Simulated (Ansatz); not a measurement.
Structures of equal composition on the (100) surface of fcc Cu: a layer of Ge in place of the second plane; a layer of Ge in place of the third plane. The slabs share one bottom face, and each structure is named by its start. These are constructed structures in small cells; real faces may alloy, dewet or reconstruct in larger ones, and not all known structures of the face are among them. Slabs of about 9 Å with all that they carry, Fermi-Dirac smearing of 0.1 eV. Bottom of the slabs: a bare face, its two planes held. Relaxed from the named starts with such symmetry as they have, on meshes of like density; energies extrapolated to zero smearing; no spin-orbit coupling, no U. Spin-polarised runs, if any, are marked in brackets, and their order is one that fits the cell; the others ran without spin.

Method: PBE (plane waves to 420 eV, PAW; Ansatz, a first-principles code).

Task: Rank these by energy per 1x1 cell (lowest first), as PBE gives it.

Result: a layer of Ge in place of the second plane (0.000 eV), a layer of Ge in place of the third plane (0.035 eV)
